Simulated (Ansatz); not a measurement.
The parent structure is GaCuSe2 in the chalcopyrite structure (space group I-42d, No. 122; a = 5.508 Å, c = 10.962 Å). Axes: x, y, z lie along a, b, c of the conventional cell.

Structures relaxed with LDA (Ansatz, a first-principles code, PAW, spin-orbit coupling left out).

Base:

Simulated powder pattern, Cu Kα1, λ = 1.54056 Å (kinematic, ideal powder, no thermal factors, no anomalous dispersion; the 10 strongest lines at most, above 2 %, up to 2θ = 90°):

| 2θ (°) | I/Imax (%) | hkl |
|---|---|---|
| 28.08 | 100 | (112) |
| 46.60 | 24 | (220) |
| 46.72 | 48 | (204) |
| 55.29 | 29 | (312) |
| 55.51 | 14 | (116) |
| 68.02 | 7.4 | (400) |
| 75.14 | 5.5 | (332) |
| 75.32 | 11 | (316) |
| 86.57 | 15 | (424) |
| 86.84 | 7.7 | (228) |

After one change:

Simulated powder pattern, Cu Kα1, λ = 1.54056 Å (kinematic, ideal powder, no thermal factors, no anomalous dispersion; the 10 strongest lines at most, above 2 %, up to 2θ = 90°):

```tsv
2θ (°)	I/Imax (%)
27.91	100
45.16	26
46.99	47
53.93	31
57.12	13
65.78	8.1
72.91	6.0
75.64	11
84.70	16
88.65	7.3
```

**Question.** What was done to the base?
A. biaxial strain +1.50 %, plane normal [001], relaxed out of plane
B. biaxial strain +0.75 %, plane normal [001], relaxed out of plane
C. biaxial strain +3.00 %, plane normal [001], relaxed out of plane
D. biaxial strain +2.25 %, plane normal [001], relaxed out of plane

**Answer.** C, biaxial strain +3.00 %, plane normal [001], relaxed out of plane. Its volume per atom is 21.24 Å³ against 20.79 Å³, and its space group is I-42d (No. 122).

No phonon test of stability was made. All final runs are without spin polarisation.
